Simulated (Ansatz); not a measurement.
GaP (F-43m), HSE06, rigid bands in Ansatz (a program for electronic structure): N_v = 4.17e19 cm⁻³ at 300 K and a hole conductivity mass of 0.411 mₑ.

**Question.** For 1e16 holes per cm³ at 300 K, place the Fermi level, estimate the Seebeck coefficient of a parabolic band with constant τ, and give mobility and conductivity for τ = 10 fs.

**Answer.** The level lies k_BT ln(N_v/p) = 0.215 eV above the valence-band maximum. S ≈ +(k_B/e)[ln(N_v/p) + 5/2] = 934 μV/K, against 929 μV/K from the full bands (mean over directions). μ = eτ/m = 42.8 cm²/(V·s) and σ = peμ = 0.0686 S/cm. τ is assumed, not computed.

Band transport and this doping are assumed; polarons and phonon drag are left out. Spin-orbit coupling is left out; where it splits the top of the valence band, N_v and the p-type Seebeck coefficient come out somewhat high without it. Geometry: cell and atoms relaxed with PBEsol.
